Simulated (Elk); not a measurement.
A self-consistent single point of SmPd (P1, 4 atoms in the cell) with Elk.

Method of the run: PBEsol, all-electron FP-LAPW, Elk's shipped species files, default APW+lo basis (Elk).

The change in words: atoms moved at random. Reference geometry:
```yaml
crystal:
  lattice:
    - [1.90156, -5.34661, 0.00000]
    - [1.90156, 5.34661, 0.00000]
    - [0.00000, 0.00000, 4.61001]
  atoms:
    - { symbol: Sm, position: [0.13667, 0.86333, 0.75000], spin: 5.0 }
    - { symbol: Sm, position: [0.86333, 0.13667, 0.25000], spin: 5.0 }
    - { symbol: Pd, position: [0.41433, 0.58567, 0.75000] }
    - { symbol: Pd, position: [0.58567, 0.41433, 0.25000] }
```
(The spins are starting values, not results.)

Reference input (self-consistent single point, DFT, PBEsol, all-electron FP-LAPW, Elk's shipped species files, default APW+lo basis): xctype = 22; spinpol = true; swidth = 0.00367493 Ha; ngridk = 5 5 4; reducebf = 0.8; rmtscf = 0.98; maxscl = 100; bfcmt = [[0.0, 0.0, -2.5], [0.0, 0.0, -2.5], [0.0, 0.0, 0.0], [0.0, 0.0, 0.0]]. This run's input differs from it in these lines:

```diff
@@ -33,8 +33,8 @@
   2
-  0.1366700000  0.8633300000  0.7500000000    0.0 0.0 -2.5
-  0.8633300000  0.1366700000  0.2500000000    0.0 0.0 -2.5
+  0.1374130000  0.8573410000  0.7620950000    0.0 0.0 -2.5
+  0.8676220000  0.1481200000  0.2378890000    0.0 0.0 -2.5
   'Pd.in'
   2
-  0.4143300000  0.5856700000  0.7500000000    0.0 0.0 0.0
-  0.5856700000  0.4143300000  0.2500000000    0.0 0.0 0.0
+  0.4074980000  0.5816400000  0.7441530000    0.0 0.0 0.0
+  0.5874670000  0.4128990000  0.2558630000    0.0 0.0 0.0
```

Output (repeated stretches shortened):

```
│ Self-consistent loop started │
│ Loop number : 1 │
 total energy                :     -30778.8617554
 total moment                :    9.306116444
│ Loop number : 2 │
 total energy                :     -30799.3150075
 total moment                :    9.692908513
RMS change in Kohn-Sham potential (target) :    1.635478904     (  0.1000000000E-05)
Absolute change in total energy (target)   :    20.45325212     (  0.1000000000E-03)
│ Loop number : 3 │
 total energy                :     -30770.3981852
 total moment                :    8.994936307
RMS change in Kohn-Sham potential (target) :    1.719086299     (  0.1000000000E-05)
   [... lines left out ...]
│ Loop number : 98 │
 total energy                :     -30951.7050432
 total moment                :    11.88022879
RMS change in Kohn-Sham potential (target) :   0.7016458471E-04 (  0.1000000000E-05)
Absolute change in total energy (target)   :   0.7370381714E-02 (  0.1000000000E-03)
│ Loop number : 99 │
 total energy                :     -30951.7006797
 total moment                :    11.88018854
RMS change in Kohn-Sham potential (target) :   0.3143074086E-04 (  0.1000000000E-05)
Absolute change in total energy (target)   :   0.2520890499E-02 (  0.1000000000E-03)
│ Loop number : 100 │
Reached self-consistent loops maximum

Energies :
 Fermi                       :     0.257766828979
 xc effective B-field        :    -0.787758791250
 external B-field            :      0.00000000000
 total energy                :     -30951.7004612
 (external B-field energy excluded from total)

Density of states at Fermi energy :    495.5012552
 (states/Hartree/unit cell)

   [... lines left out ...]
Estimated indirect band gap :   0.3037945112E-03
Estimated direct band gap   :   0.2246784517E-02
   [... lines left out ...]
   atom    2                 :    60.00443207     (  0.3765485884E-04)
  species :    2 (Pd)
   atom    1                 :    45.00862570     (  0.6288626508E-08)
   atom    2                 :    45.00823340     (  0.6202746761E-08)
 total in muffin-tins        :    210.0253026
 total calculated charge     :    216.0156075
 total charge                :    216.0000000
 error                       :   0.1560750263E-01

Moments :
 interstitial                :   0.6421369179
 muffin-tins
  species :    1 (Sm)
   atom    1                 :    5.611516740
   atom    2                 :    5.611418338
  species :    2 (Pd)
   atom    1                 :   0.7552299914E-02
   atom    2                 :   0.7568393338E-02
 total in muffin-tins        :    11.23805577
 total moment                :    11.88019269

│ Self-consistent loop stopped │
```

The run ended unconverged after 100 iterations. 

The starting cell comes from a database of computed structures (which also holds hypothetical and non-ambient phases and stackings), without a prior relaxation at this level. For this run, on top of that: atoms moved at random. Spin-orbit coupling is off. Values depend on the basis (sphere radii, cutoffs, local orbitals), which need not be converged.

Cost on one core of a shared machine: roughly 10 min.
